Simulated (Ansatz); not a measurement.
**Competing hops of interstitial Li in beta Ga2O3 with all lengths changed by +1 %, charge state +1**

Consider interstitial Li in beta Ga2O3 with all lengths changed by +1 %, charge state +1. Computed with PBE, PAW (plane waves to 420 eV; Ansatz, a quantum-chemistry and plane-wave program).

Settings: 120 host sites, the strained lattice (strain from the relaxed PBE one, atoms relaxed), the Γ point alone, smearing 0.01 eV, spin-restricted, no image-charge correction. No zero-point or tunnelling terms. The charge state is imposed; whether it is stable for some Fermi level was not computed. Sites that were not tried may lie lower.

Barriers: single points on a 2×2×2 k-point mesh shifted by half a step at the bands' geometries.

```json
[
 {"Route": "one Li atom jumps by itself", "Start site over the lowest site run (eV)": "0.00", "Hop (Å)": "1.68", "Forward barrier (eV)": "0.30", "Backward barrier (eV)": "0.30", "Neighbours at the start": "O at 1.79, 2 O at 1.89, O at 2.28 Å", "Neighbours at the saddle": "O at 1.75, O at 1.76 Å", "Saddle order": "not checked", "Forward, on the band's own sampling (eV)": "0.30"},
 {"Route": "one Li atom jumps by itself", "Start site over the lowest site run (eV)": "0.45", "Hop (Å)": "1.36", "Forward barrier (eV)": "0.09", "Backward barrier (eV)": "0.09", "Neighbours at the start": "2 Ga at 2.28; 2 O at 1.77, 2 O at 1.97 Å", "Neighbours at the saddle": "O at 1.74, O at 1.75, O at 2.08, O at 2.26 Å", "Saddle order": "not checked", "Forward, on the band's own sampling (eV)": "0.08"}
]
```

Paths come from nudged elastic bands with a climbing image. Of the routes that converged and passed our checks, the lowest saddle point lies 0.30 eV above the lowest of the sites run (one Li atom jumps by itself); other sites, such as split forms, and other routes may lie lower.  A further band (one Li atom jumps by itself, 2.43 Å) gave 0.14 eV forward on its own sampling, 0.59 eV above the lowest site run, but the program raised a doubt about its electronic state, so it is not taken as a result.
